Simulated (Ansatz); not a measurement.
Worked example: relaxation of cell and atoms of Ba4As2O (I4/mmm, 7 atoms in the cell) in Ansatz (a first-principles code).

Level of theory: LDA (PW92), PAW files made with PBE (plane waves; Ansatz).

```yaml
crystal:
  lattice:
    - [-2.54255, 2.54255, 8.50640]
    - [2.54255, -2.54255, 8.50640]
    - [2.54255, 2.54255, -8.50640]
  atoms:
    - { symbol: Ba, position: [0.67539, 0.67539, 0.00000] }
    - { symbol: Ba, position: [0.32461, 0.32461, 0.00000] }
    - { symbol: Ba, position: [0.50000, 0.00000, 0.50000] }
    - { symbol: Ba, position: [0.00000, 0.50000, 0.50000] }
    - { symbol: As, position: [0.86438, 0.86438, 0.00000] }
    - { symbol: As, position: [0.13562, 0.13562, 0.00000] }
    - { symbol: O, position: [0.50000, 0.50000, 0.00000] }
```

Reference input (self-consistent single point, DFT, LDA (PW92), plane waves, PAW files made with PBE): basis.ecutwfc = 420 eV; kpoints.mp_grid.grid = 4 4 4; hamiltonian.xc = lda; hamiltonian.pseudopotentials = {kind: paw} (an earlier, softer set of the program's PAW files); scf.occupations.method = fixed. This run's input differs from it in these lines:

```diff
@@ -27,2 +27,4 @@
     method: fixed
+relax:
+  cell: {}
 output:
```

The program printed (abridged):

```
   [... SCF lines of the steps left out ...]
relax step   1: F+E_penalty+E_count = -33229.97745711 eV  Δ(F+E_penalty+E_count) = +0.000e0 eV  max|allowed force component| = 5.709e-2 eV/Å  Δτ_max = 0.0000 Å  P = -0.986 GPa  Ω = 219.960 Å³  (10 SCF iters, dr2 threshold 1.00e-7 eV, accepted)
relax step   2: F+E_penalty+E_count = -33229.98935892 eV  Δ(F+E_penalty+E_count) = -1.190e-2 eV  max|allowed force component| = 6.644e-2 eV/Å  Δτ_max = 0.0261 Å  P = +0.635 GPa  Ω = 212.502 Å³  energy of the carried Pulay correction = +3.173e-3 eV  [...]
   [... lines left out ...]
relax step   4: F+E_penalty+E_count = -33229.99491359 eV  Δ(F+E_penalty+E_count) = -6.938e-5 eV  max|allowed force component| = 6.068e-4 eV/Å  Δτ_max = 0.0014 Å  P = -0.004 GPa  Ω = 215.275 Å³  energy of the carried Pulay correction = +1.981e-3 eV  [...]
relax step   5: F+E_penalty+E_count = -33229.99314480 eV  Δ(F+E_penalty+E_count) = +1.769e-3 eV  max|allowed force component| = 7.671e-4 eV/Å  Δτ_max = 0.0000 Å  P = -0.012 GPa  Ω = 215.275 Å³  stress off target by 2.81e-2 GPa  SCF on the basis [...]
basis re-selected at this cell: Δ(F+E_penalty+E_count) = +1.769e-3 eV, ΔP = -0.008 GPa vs the last step
the relaxation is at rest under the 16 symmetry operations that the run kept from its start: a minimum is not shown …
Stability not checked: this state was not tested for a lower state beside it, because too few of the mixer's solves of this state at the end of the SCF gave a …
Free energy (F): -33229.993145 eV
Internal energy: -33229.993145 eV  (E = F + TS)
   [... lines left out ...]
Fermi energy:    8.464562 eV
  cell:  # Å, volume = 215.2750 Å³
   [... lines left out ...]
    - { symbol: Ba, position: [0.5, -3.004348968509579e-20, 0.5] }
    - { symbol: Ba, position: [-3.004348968509561e-20, 0.5, 0.5] }
    - { symbol: As, position: [0.8642026047914981, 0.8642026047914981, 4.0770259834504467e-35] }
    - { symbol: As, position: [0.13579739520850206, 0.13579739520850206, 1.968526301813565e-34] }
    - { symbol: O, position: [0.5000000000000001, 0.5000000000000001, 1.0969430470910577e-34] }
```

The run converged. 

Summary of the result:
- Free energy E − TS (on the zero of these files) = -33229.9931 eV
- Top of the valence band (on the code's own zero) = 8.46 eV
- Gap on the k-point mesh = 0.47 eV
- Pressure = -0.01 GPa
- Final cell = a = 9.167 Å, b = 9.167 Å, c = 9.167 Å, α = 148.03°, β = 148.03°, γ = 45.84°
- Final volume per atom = 30.75 Å³
- Relaxation steps = 5

The starting cell comes from a database of computed structures (which also holds hypothetical and non-ambient phases and stackings), without a prior relaxation at this level. Its lattice was rescaled by a random factor within 2.5 % of one. The relaxation keeps the symmetry of its start, so its end need not be a minimum. Ansatz's pressure includes its estimate of the finite-basis (Pulay) stress.

Cost on one core of a shared machine: roughly 70 s.

Keys are those of Ansatz 0.2.
